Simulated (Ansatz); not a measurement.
The starting structures come from a database of crystals and need not be the phases stable at ambient conditions.

Inside the gap of an insulator the Bloch states are evanescent, with a wavenumber k + iκ along the transport direction.

Data:

```yaml
crystal:
  lattice:
    - [6.50704, 0.00348, 0.00375]
    - [-3.12427, 6.35700, -0.00887]
    - [0.14803, 3.56712, 8.94334]
  atoms:
    - { symbol: Nb, position: [0.89299, 0.77810, 0.72313] }
    - { symbol: Nb, position: [0.10701, 0.22190, 0.27687] }
    - { symbol: Br, position: [0.12408, 0.61651, 0.64763] }
    - { symbol: Br, position: [0.87592, 0.38349, 0.35237] }
    - { symbol: Br, position: [0.75293, 0.81295, 0.45460] }
    - { symbol: Br, position: [0.24707, 0.18705, 0.54540] }
    - { symbol: Br, position: [0.45586, 0.58557, 0.16601] }
    - { symbol: Br, position: [0.54414, 0.41443, 0.83399] }
    - { symbol: Br, position: [0.31016, 0.00456, 0.25232] }
    - { symbol: Br, position: [0.68984, 0.99544, 0.74768] }
    - { symbol: Br, position: [0.92364, 0.18580, 0.06228] }
    - { symbol: Br, position: [0.07636, 0.81420, 0.93772] }
```

Space group of this cell: P-1. The cell was relaxed by PBE-D3(BJ); by PBEsol its mean pressure is -0.8 GPa.

Transport runs along the normal of the first two printed cell vectors.

The gap is the functional's own, uncorrected, and κ follows it; spin-orbit coupling is left out. Mid-gap values are interpolated between the computed energies.

**Question.** Predict the band gap and the smallest decay constant κ at mid-gap from PBEsol in Ansatz (an electronic-structure program).

**Answer.** Gap 1.51 eV on a 6×6×4 mesh; κ = 0.283 1/Å, at the zone centre.
